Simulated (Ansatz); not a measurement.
BN under load (space group F-43m), PBE, rigid bands (Ansatz, a quantum-chemistry and plane-wave program). Condition of this run: hydrostatic pressure of 54 GPa (compression positive) (the target of the relaxation). Band gap 4.59 eV, N_c = 2.09e19 cm⁻³ and N_v = 8.24e19 cm⁻³ at 300 K, conductivity masses of 0.381 mₑ (electrons) and 0.690 mₑ (holes). Take k_BT = 0.02585 eV.

**Question.** Find the intrinsic carrier density and the intrinsic Fermi level.

**Answer.** n_i = √(N_c N_v) exp(−E_g/2k_BT) = 4.15e19 × exp(−88.77) = 1.2e-19 cm⁻³. The level lies (k_BT/2) ln(N_v/N_c) = 18 meV from mid-gap (positive towards the conduction band). Each 0.1 eV added to the gap lowers n_i by a factor of 6.9.

**Question.** What thermal injection velocity √(2k_BT/πm) limits a ballistic channel?

**Answer.** 8.72e6 cm/s for electrons and 6.48e6 cm/s for holes, a ratio of √(m_h/m_e) = 1.35, for dilute carriers.

**Question.** A film of it is 2 nm thick. Estimate the confinement energies in an infinite well.

**Answer.** ħ²π²/(2m t²) = 0.376 eV·nm²/(m/mₑ × t²) gives 247 meV for electrons and 136 meV for holes, so the gap would widen to about 4.97 eV. Finite barriers and nonparabolic bands lower this, and with several valleys or bands the heaviest mass along the normal sets the lowest level, not this average.

Rigid bands with the computed gap; masses take one relaxation time for all states. Spin-orbit coupling is left out. Geometry: cell and atoms relaxed with PBEsol.
